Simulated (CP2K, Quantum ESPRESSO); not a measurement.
# Equation of state of cubic perovskite SrTiO3 (space group 221): energy against volume (CP2K, PBE)

```xyz
5
Lattice="3.8356 0.0000 0.0000 0.0000 3.8356 0.0000 0.0000 0.0000 3.8356" Properties=species:S:1:pos:R:3 pbc="T T T"
Sr     0.0000     0.0000     0.0000
Ti     1.9178     1.9178     1.9178
O      1.9178     0.0000     1.9178
O      0.0000     1.9178     1.9178
O      1.9178     1.9178     0.0000
```

Method of the run: CP2K with PBE, GPW, DZVP-MOLOPT-SR-GTH basis, GTH-PBE potentials (GTH_POTENTIALS). Settings: CUTOFF = 780 Ry; REL_CUTOFF = 40 Ry; SMEAR/METHOD = FERMI_DIRAC; ELECTRONIC_TEMPERATURE = 116.05 K; KPOINTS/SCHEME = MONKHORST-PACK 8 8 8; GAMMA_CENTERED = T; XC_FUNCTIONAL = PBE; Sr/BASIS_SET = DZVP-MOLOPT-SR-GTH; Sr/POTENTIAL = GTH-PBE-q10; Ti/BASIS_SET = DZVP-MOLOPT-SR-GTH; Ti/POTENTIAL = GTH-PBE-q12; O/BASIS_SET = DZVP-MOLOPT-SR-GTH; O/POTENTIAL = GTH-PBE-q6; METHOD = GPW; EPS_DEFAULT = 1e-10; NGRIDS = 5. The cell above is the first row's. The rows scale it uniformly. In all rows fractional positions and the k mesh are held. E is the free energy at the stated smearing, counted from the lowest row.

| V (Å^3/atom) | E (meV/atom) |
|---|---|
| 11.285 | ? |
| 11.531 | 25.02 |
| 11.776 | 10.41 |
| 12.021 | 2.30 |
| 12.267 | 0.00 |
| 12.512 | 2.95 |
| 12.757 | 10.60 |
| 13.003 | 22.48 |
| 13.248 | 38.16 |

The 8 complete rows are fitted with the third-order Birch-Murnaghan form, a cubic in V^(-2/3), E against V. With u = V^(-2/3) - 0.187, the rows have u = 0.008924, 0.006197, 0.003563, 0.001007, -0.001455, -0.003838, -0.006156, -0.008392. Least squares gives E = 0.598 - 1011.15·u + 416245·u² + 414579·u³. Residuals (row less fit): 0.002, -0.006, 0.002, -0.002, 0.001, 0.013, -0.020, 0.007; standard error 0.013 (degrees of freedom: 4). Its minimum lies at u = 0.001212, so V0 = (0.188212)^(-3/2) = 12.25. There d²E/du² = 835500 and d³E/du³ = 2487000, so B0 = (4/9) × 12.25^(-7/3) × 835500 × 0.160218 = 172 GPa (the last factor turns the table's units into GPa), and B0' = 4 + (2/3) × 0.188212 × (2487000)/835500 = 4.4. The program's pressures in the fitted runs (not shown) pass through zero at V = 12.25, 0.00 % from this V0.

Question: Predict the withheld E at V = 11.285 from the fit, and compare with the calculation.

Answer: u = 0.011762, so E = 0.598 - 1011.15 × 0.011762 + 416245 × 0.011762² + 414579 × 0.011762³ = 46.965 meV/atom. The calculation gives 46.87 meV/atom, 0.095 meV/atom below the prediction (0.2 % of the range of E in the table). The row lies outside the fitted rows, so this is an extrapolation. From the scatter of the fitted rows alone, a prediction at this place has a standard error of 0.038 meV/atom, so the miss is 2.5 times that.

Carrying the step between the two nearest rows on in a straight line would have given 39.69, off by 7.18; series whose last step already gives the withheld value aren't shown. The scan was laid around a cell of about the measured size, scaled by a guess for this functional. This is the room-temperature phase, which distorts on cooling and is held here by symmetry. The runs keep the symmetry of the cell, so they don't test it for distortions. A plane-wave scan with the same functional (Quantum ESPRESSO, GBRV) gives V0 = 12.22 Å^3/atom and B0 = 170 GPa; a Birch-Murnaghan fit to all rows here lies 0.2 % from it in V0 and 1 % in B0; the two differ in basis, and may differ in potentials and mesh. Values carry the incompleteness of an atom-centred basis. Cutoffs and mesh are single choices, not tested for convergence of this quantity. Series with a scatter that would blur these digits, or in which a gap closes, are not shown. Nor are scans whose minimum lies at an end fitted in this form.
